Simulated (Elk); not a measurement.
Worked example: self-consistent single point of V (Im-3m, 1 atom in the cell) in Elk.

Method: Elk with PBE, all-electron FP-LAPW, Elk's shipped species files, APW+lo basis with extra local orbitals.

The change in words: lattice scaled by 0.98. Reference geometry:
```
V
1.0
   -1.52818     1.52818     1.52818
    1.52818    -1.52818     1.52818
    1.52818     1.52818    -1.52818
V
1
Direct
  0.00000   0.00000   0.00000
```

Reference input (self-consistent single point, DFT, PBE, all-electron FP-LAPW, Elk's shipped species files, APW+lo basis with extra local orbitals): xctype = 20; rgkmax = 8; stype = 0; swidth = 0.00499791 Ha; ngridk = 20 20 20; gmaxvr = 16 1/bohr; nxlo = 2; lorbcnd = true; rmtscf = 0.98; lmaxi = 2; maxscl = 100. This run's input differs from it in these lines:

```diff
@@ -34,5 +34,5 @@
 avec
-   -2.8878454486    2.8878454486    2.8878454486
-    2.8878454486   -2.8878454486    2.8878454486
-    2.8878454486    2.8878454486   -2.8878454486
+   -2.8300878593    2.8300878593    2.8300878593
+    2.8300878593   -2.8300878593    2.8300878593
+    2.8300878593    2.8300878593   -2.8300878593
```

The program printed (abridged):

```
│ Self-consistent loop started │
│ Loop number : 1 │
 total energy                :     -947.855338935
│ Loop number : 2 │
 total energy                :     -947.943565094
RMS change in Kohn-Sham potential (target) :   0.2897189625     (  0.1000000000E-05)
Absolute change in total energy (target)   :   0.8822615914E-01 (  0.1000000000E-03)
│ Loop number : 3 │
 total energy                :     -947.983200094
RMS change in Kohn-Sham potential (target) :   0.2832659028     (  0.1000000000E-05)
Absolute change in total energy (target)   :   0.6169153968E-01 (  0.1000000000E-03)
│ Loop number : 4 │
   [... lines left out ...]
Absolute change in total energy (target)   :   0.2351082696E-02 (  0.1000000000E-03)
│ Loop number : 11 │
 total energy                :     -949.372247739
RMS change in Kohn-Sham potential (target) :   0.8347003921E-05 (  0.1000000000E-05)
Absolute change in total energy (target)   :   0.4725010140E-03 (  0.1000000000E-03)
│ Loop number : 12 │
 total energy                :     -949.372073675
RMS change in Kohn-Sham potential (target) :   0.2557089372E-06 (  0.1000000000E-05)
Absolute change in total energy (target)   :   0.5593826836E-04 (  0.1000000000E-03)
Convergence targets achieved

│ Loop number : 13 │

Energies :
 Fermi                       :     0.357767396890
 total energy                :     -949.372067789

Density of states at Fermi energy :    47.21864009
 (states/Hartree/unit cell)

Estimated indirect band gap :   0.5007956576E-03
 from k-point     81 to k-point    174
Estimated direct band gap   :   0.2838214028E-02
 at k-point     46

Charges :
 core                        :    10.00000000
 valence                     :    13.00000000
 interstitial                :    1.367965862
 muffin-tins (core leakage)
  species :    1 (V)
   atom    1                 :    21.63203414     (  0.1438280606E-09)
 total in muffin-tins        :    21.63203414
 total calculated charge     :    23.00364463
 total charge                :    23.00000000
 error                       :   0.3644634171E-02

│ Self-consistent loop stopped │
```

The run converged in 13 iterations. The count includes the last loop, which Elk runs after its targets are met. Against the reference run the total energy goes down by 23.9 meV/atom.

The starting cell comes from a database of computed structures (which also holds hypothetical and non-ambient phases and stackings), without a prior relaxation at this level. Its lattice was rescaled by a random factor within 2.5 % of one. For this run, on top of that: lattice scaled by 0.98. Spin polarisation is off. Values depend on the basis (sphere radii, cutoffs, local orbitals), which need not be converged. The log's line on a gap gives a spacing of levels on this mesh, which the program prints for metals too.
